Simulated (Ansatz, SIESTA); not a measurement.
One structure in several programs: TaAl3 (P1, 4 atoms in the cell)

Self-consistent single point, at a second geometry (atoms moved at random). First geometry:

```yaml
crystal:
  lattice:
    - [-1.91710, 1.91710, 4.25129]
    - [1.91710, -1.91710, 4.25129]
    - [1.91710, 1.91710, -4.25129]
  atoms:
    - { symbol: Ta, position: [0.00000, 0.00000, 0.00000] }
    - { symbol: Al, position: [0.50000, 0.50000, 0.00000] }
    - { symbol: Al, position: [0.75000, 0.25000, 0.50000] }
    - { symbol: Al, position: [0.25000, 0.75000, 0.50000] }
```

Second geometry:
```xyz
4
Lattice="-1.9171 1.9171 4.2513 1.9171 -1.9171 4.2513 1.9171 1.9171 -4.2513" Properties=species:S:1:pos:R:3 pbc="T T T"
Ta     0.0104     0.0572     0.0702
Al     0.0588     0.0173     4.2510
Al    -0.0631     1.8700     2.0630
Al     1.9110    -0.0274     2.1184
```

Shared settings, as Ansatz (an electronic-structure program) writes them: kpoints.mp_grid.grid = 11 11 11; scf.occupations.method = gaussian; scf.occupations.width = 0.0073 Ry. Potentials and cutoffs stand in the table.

| code | model | ΔF from the first geometry (meV/atom) | pressure (GPa) | largest force (eV/Å) | cutoff |
|---|---|---|---|---|---|
| SIESTA | GGA PBEsol, numerical atomic orbitals TZP, PseudoDojo PBEsol standard norm-conserving potentials (rewritten from UPF to PSML) | 32.4 | 0.22 | 1.305 | grid 400 Ry |
| Ansatz | PBEsol, default PAW files made with PBE | 32.6 | 0.54 | 1.323 | 30.9 Ry |

Size of the force on each atom (eV/Å): Sizes of forces hide their directions.

| code | Ta1 | Al2 | Al3 | Al4 |
|---|---|---|---|---|
| SIESTA | 1.305 | 0.687 | 1.160 | 0.397 |
| Ansatz | 1.323 | 0.672 | 1.150 | 0.394 |

On Ansatz's run: spin-orbit coupling is off. Spin polarisation is off.

The spread over the programs that give each value: ΔF from the first geometry within 0.2 meV/atom; pressure within 0.32 GPa; largest force within 0.018 eV/Å.

SIESTA uses small atom-centred bases, whose incompleteness enters pressures, forces and empty levels differently from a plane-wave cutoff. Ansatz's pressure is given at a fixed set of plane waves, as the other plane-wave codes print theirs; with its correction for the finite basis it is 0.60 GPa.

The starting cell comes from a database of computed structures (which also holds hypothetical and non-ambient phases and stackings), without a prior relaxation at this level. For this run, on top of that: atoms moved at random.

Keys are those of Ansatz 0.2.
